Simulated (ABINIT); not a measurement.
Input and output of a self-consistent single point for AlInSb₂ (P-4m2, 4 atoms in the cell) (ABINIT).

Level of theory: PBEsol, norm-conserving pseudopotentials (PseudoDojo nc-sr-04 PBEsol standard) (plane waves; ABINIT).

The change in words: lattice scaled by 0.98. Reference geometry:
```xyz
4
Lattice="4.4206 0.0000 0.0000 0.0000 4.4206 0.0000 0.0000 0.0000 6.2282" Properties=species:S:1:pos:R:3 pbc="T T T"
Al     0.0000     0.0000     0.0000
In     2.2103     2.2103     3.1141
Sb     0.0000     2.2103     1.4535
Sb     2.2103     0.0000     4.7747
```

Reference input (self-consistent single point, DFT, PBEsol, plane waves, norm-conserving pseudopotentials (PseudoDojo nc-sr-04 PBEsol standard)): pseudos = [Al.upf, In.upf, Sb.upf]; ecut = 40 Ha; occopt = 3; tsmear = 0.02 eV; ngkpt = 4 4 3; nshiftk = 1; shiftk = 0 0 0; potentials = PseudoDojo nc-sr-04 PBEsol standard; nband = 30; kptopt = 1; nstep = 60; tolvrs = 1e-11. This run's input differs from it in these lines:

```diff
@@ -3,3 +3,3 @@
 pseudos "Al.upf, In.upf, Sb.upf"
-acell 4.4205530000 4.4205530000 6.2281920000 Angstrom
+acell 4.3321420000 4.3321420000 6.1036280000 Angstrom
 rprim
```

Output, abridged:

```
--- !BeginCycle
solver: {iscf: 7, nstep: 60, nline: 4, wfoptalg: 0, }
tolerances: {tolvrs: 1.00E-11, }
...

     iter   Etot(hartree)      deltaE(h)  residm     vres2
 ETOT  1  -247.64187746370    -2.476E+02 7.008E-01 7.298E+02
 ETOT  2  -250.06226929691    -2.420E+00 3.643E-02 5.573E+02
 ETOT  3  -250.13316381315    -7.089E-02 9.264E-03 8.552E+01
 ETOT  4  -250.14295673260    -9.793E-03 5.227E-03 5.907E+00
 ETOT  5  -250.14368554777    -7.288E-04 1.170E-03 3.650E-02
   [... 5 lines left out ...]
 ETOT 11  -250.14369340757    -1.182E-11 1.877E-04 4.404E-09
 ETOT 12  -250.14369340758    -5.144E-12 4.022E-04 1.528E-09
 ETOT 13  -250.14369340758    -1.563E-12 1.232E-04 3.241E-11
 ETOT 14  -250.14369340758    -4.263E-12 1.953E-04 4.909E-12
 At SCF step   14       vres2   =  4.91E-12 < tolvrs=  1.00E-11 =>converged.

 Cartesian components of stress tensor (hartree/bohr^3)
  sigma(1 1)= -2.22913429E-04  sigma(3 2)=  0.00000000E+00
  sigma(2 2)= -2.22913429E-04  sigma(3 1)=  0.00000000E+00
  sigma(3 3)= -1.94970928E-04  sigma(2 1)=  0.00000000E+00

 ----iterations are completed or convergence reached----

 reduced coordinates (array xred) for    4 atoms
       0.000000000000      0.000000000000      0.000000000000
       0.500000000000      0.500000000000      0.500000000000
       0.000000000000      0.500000000000      0.233370000000
       0.500000000000      0.000000000000      0.766630000000
 cartesian forces (eV/Angstrom) at end:
    1     -0.00000000000000    -0.00000000000000    -0.00000000000000
   [... lines left out ...]
 Fermi (or HOMO) energy (hartree) =   0.14054   Average Vxc (hartree)=  -0.35221
   [... lines left out ...]
total_energy        : -2.50143693407584E+02
total_energy_eV     : -6.80675606147191E+03
band_energy         : -2.33641604148510E+01
...

-Cartesian components of stress tensor (GPa)         [Pressure=  6.2843E+00 GPa]
- sigma(1 1)= -6.55833840E+00  sigma(3 2)=  0.00000000E+00
- sigma(2 2)= -6.55833840E+00  sigma(3 1)=  0.00000000E+00
- sigma(3 3)= -5.73624179E+00  sigma(2 1)=  0.00000000E+00

 Calculation completed.
```

The run converged in 14 iterations. Against the reference run the free energy rises by 47.0 meV/atom, the pressure goes from 2.22 to 6.28 GPa, the largest force goes from 0.068 to 0.126 eV/Å and the gap on the mesh goes from 0.757 to 0.745 eV.

The starting cell comes from a database of computed structures (which also holds hypothetical and non-ambient phases and stackings), without a prior relaxation at this level. Its lattice was rescaled by a random factor within 2.5 % of one. For this run, on top of that: lattice scaled by 0.98. Spin-orbit coupling is off. With a pressure of about 6 GPa the cell is away from its equilibrium volume at this level.

Cost on one core of a shared machine: roughly 6 min.
